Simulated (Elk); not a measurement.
Input and output of a self-consistent single point for V (Im-3m, 1 atom in the cell) (Elk).

Method: PBE, all-electron FP-LAPW, Elk's shipped species files, APW+lo basis with extra local orbitals run with Elk 10.2.4.

```
V
1.0
   -1.50743     1.50743     1.50743
    1.50743    -1.50743     1.50743
    1.50743     1.50743    -1.50743
V
1
Direct
  0.00000   0.00000   0.00000
```

Reference input (self-consistent single point, DFT, PBE, all-electron FP-LAPW, Elk's shipped species files, APW+lo basis with extra local orbitals): xctype = 20; rgkmax = 8; swidth = 0.00367493 Ha; ngridk = 9 9 9; gmaxvr = 16 1/bohr; nxlo = 2; lorbcnd = true; rmtscf = 0.97; lmaxi = 3; maxscl = 100. This run's input differs from it in these lines:

```diff
@@ -45,3 +45,3 @@
 ngridk
-  9 9 9
+  30 30 30
```

Log, with long lists cut:

```
│ Self-consistent loop started │
│ Loop number : 1 │
 total energy                :     -947.692382096
│ Loop number : 2 │
 total energy                :     -947.784449656
RMS change in Kohn-Sham potential (target) :   0.2664012747     (  0.1000000000E-05)
Absolute change in total energy (target)   :   0.9206756037E-01 (  0.1000000000E-03)
│ Loop number : 3 │
 total energy                :     -947.829927865
RMS change in Kohn-Sham potential (target) :   0.2603961875     (  0.1000000000E-05)
Absolute change in total energy (target)   :   0.6849509913E-01 (  0.1000000000E-03)
│ Loop number : 4 │
   [... lines left out ...]
Absolute change in total energy (target)   :   0.5485836821E-03 (  0.1000000000E-03)
│ Loop number : 12 │
 total energy                :     -949.373320883
RMS change in Kohn-Sham potential (target) :   0.4962483003E-06 (  0.1000000000E-05)
Absolute change in total energy (target)   :   0.1010719320E-03 (  0.1000000000E-03)
│ Loop number : 13 │
 total energy                :     -949.373306803
RMS change in Kohn-Sham potential (target) :   0.1946666380E-06 (  0.1000000000E-05)
Absolute change in total energy (target)   :   0.3934824292E-04 (  0.1000000000E-03)
Convergence targets achieved

│ Loop number : 14 │

Energies :
 Fermi                       :     0.352649370925
 total energy                :     -949.373302971

Density of states at Fermi energy :    48.25347035
 (states/Hartree/unit cell)

Estimated indirect band gap :   0.9740249445E-04
 from k-point    420 to k-point    426
Estimated direct band gap   :   0.2696134938E-02
 at k-point    108

Charges :
 core                        :    10.00000000
 valence                     :    13.00000000
 interstitial                :    1.466858489
 muffin-tins (core leakage)
  species :    1 (V)
   atom    1                 :    21.53314151     (  0.1886473200E-09)
 total in muffin-tins        :    21.53314151
 total calculated charge     :    23.00387171
 total charge                :    23.00000000
 error                       :   0.3871711733E-02

│ Self-consistent loop stopped │
```

The run converged in 14 iterations. The count includes the last loop, which Elk runs after its targets are met. Against the reference run the free energy goes down by 1.5 meV/atom.

The starting cell has typed, rounded lattice constants, without a prior relaxation at this level. Its lattice was rescaled by up to half a per cent. Spin polarisation is off. Values depend on the basis (sphere radii, cutoffs, local orbitals), which need not be converged. The log's line on a gap gives a spacing of levels on this mesh, which the program prints for metals too.
